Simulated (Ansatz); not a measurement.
Input and output of a self-consistent single point for Al₂Pt (Fd-3m, 12 atoms in the cell) (Ansatz, a program for electronic structure).

Method: PBE (plane waves, PAW; Ansatz).

The change in words: 1 x 2 x 1 supercell, mesh divided and rounded up; kpoints.mp_grid.grid: 5 5 5 → 5 3 5. Reference geometry:
```
Al2Pt
1.0
    0.00000     3.65340     3.65340
    3.65340     0.00000     3.65340
    3.65340     3.65340     0.00000
Al Pt
4 2
Direct
  0.12500   0.12500   0.12500
  0.62500   0.12500   0.12500
  0.12500   0.62500   0.12500
  0.12500   0.12500   0.62500
  0.75000   0.75000   0.75000
  0.50000   0.50000   0.50000
```

Reference input (self-consistent single point, DFT, PBE, plane waves, default PAW files): kpoints.mp_grid.grid = 5 5 5; hamiltonian.xc = pbe; hamiltonian.pseudopotentials = {kind: paw} (the program's default PAW files); scf.occupations.method = cold; scf.occupations.width = 0.272 eV. This run's input differs from it in these lines:

Ansatz 0.2 input:
```diff
@@ -4,3 +4,3 @@
     - [0.000000, 3.653401, 3.653401]
-    - [3.653401, 0.000000, 3.653401]
+    - [7.306802, 0.000000, 7.306802]
     - [3.653401, 3.653401, 0.000000]
@@ -8,10 +8,16 @@
     - { symbol: Al, position_ang: [0.913350, 0.913350, 0.913350] }
+    - { symbol: Al, position_ang: [4.566751, 0.913350, 4.566751] }
     - { symbol: Al, position_ang: [0.913350, 2.740051, 2.740051] }
+    - { symbol: Al, position_ang: [4.566751, 2.740051, 6.393452] }
     - { symbol: Al, position_ang: [2.740051, 0.913350, 2.740051] }
+    - { symbol: Al, position_ang: [6.393452, 0.913350, 6.393452] }
     - { symbol: Al, position_ang: [2.740051, 2.740051, 0.913350] }
+    - { symbol: Al, position_ang: [6.393452, 2.740051, 4.566751] }
     - { symbol: Pt, position_ang: [5.480101, 5.480101, 5.480101] }
+    - { symbol: Pt, position_ang: [9.133503, 5.480101, 9.133503] }
     - { symbol: Pt, position_ang: [3.653401, 3.653401, 3.653401] }
+    - { symbol: Pt, position_ang: [7.306802, 3.653401, 7.306802] }
 kpoints:
   mp_grid:
-    grid: [5, 5, 5]
+    grid: [5, 3, 5]
 hamiltonian:
```

Output (repeated stretches shortened):

```
SCF iter   1: F=—  HF=-54393.798581 eV  |F-HF|=—  |Δ(HF+E_count)|=         —  Δρ=3.90e-3  dr2=2.36e-2  ethr=1.77e-3  ⟨swp⟩=8.0  Hψ=6134  notcnv=0
all-band conjugate gradients solve this SCF's bands
preconditioner: auto → Kerker (q_TF=auto, 2.424 Å⁻¹)
SCF iter   2: F=—  HF=-54393.795905 eV  |F-HF|=—  |Δ(HF+E_count)|=   2.68e-3  S|Δr|=    0.00e0  Δρ=2.48e-3  dr2=1.05e-2  ethr=2.45e-5  ⟨swp⟩=1.5  Hψ=1725  notcnv=0  defer=2
   [... lines left out ...]
SCF iter   5: F=—  HF=-54393.793341 eV  |F-HF|=—  |Δ(HF+E_count)|=   8.47e-5  S|Δr|=    0.00e0  Δρ=1.61e-4  dr2=9.85e-5  ethr=6.05e-7  ⟨swp⟩=1.2  Hψ=1382  notcnv=0  defer=2
SCF iter   6: F=—  HF=-54393.793052 eV  |F-HF|=—  |Δ(HF+E_count)|=   2.89e-4  S|Δr|=    0.00e0  Δρ=2.85e-5  dr2=3.03e-6  ethr=1.03e-7  ⟨swp⟩=2.0  Hψ=1753  notcnv=0  defer=2
SCF iter   7: F=-54393.793052 eV  HF=-54393.793052 eV  |F-HF|=6.60e-8  |Δ(HF+E_count)|=   3.65e-7  S|Δr|=    0.00e0  Δρ=5.04e-6  dr2=7.78e-8  ethr=1.04e-10  ⟨swp⟩=8.1  Hψ=5979  notcnv=0
SCF 1 converged in 7 iterations: F = -54393.793052 eV  dr2 = 7.78e-8
Stability not checked (fill_not_monotonic)
Free energy (F): -54393.793052 eV
Internal energy: -54393.772714 eV  (E = F + TS)
E sigma→0 (E₀):  -54393.786273 eV
Entropy (-TS):   -0.020338 eV (-1.695 meV/atom)
Fermi energy:    12.718375 eV
--- Forces (eV/Å), atoms counted from 1 ---
  atom   1  Al    -0.00000000     0.00000000     0.00000000
  atom   2  Al     0.00000000     0.00000000     0.00000000
  atom   3  Al     0.00000000     0.00000000     0.00000000
  atom   4  Al     0.00000000     0.00000000    -0.00000000
   [... lines left out ...]
  atom  12  Pt     0.00890277    -0.01422859     0.00890277
--- Stress (GPa, compression-positive) ---
       -7.435882       0.059251      -0.118273
        0.059251      -7.286588       0.059251
       -0.118273       0.059251      -7.435882
  P = ⅓ Tr σ = -7.3861 GPa (-73.861 kbar)
  The stress holds the Pulay correction. Without it, at fixed plane waves, as pw.x and ABINIT print it: P = -7.4409 GPa
```

The run converged in 7 iterations. Against the reference run the free energy goes up by 2.9 meV/atom, the pressure hardly changes (-7.29 to -7.39 GPa) and the largest force goes from 0.000 to 0.019 eV/Å.

The starting cell was generated: these elements placed on a structure prototype, without a prior relaxation; it need not be a known phase or ordering of this composition. Spin polarisation is off. With a pressure of about -7 GPa the cell is away from its equilibrium volume at this level. Ansatz's pressure includes its estimate of the finite-basis (Pulay) stress.

The mesh has a lower symmetry than the crystal, so small forces and shears that the space group forbids can appear.
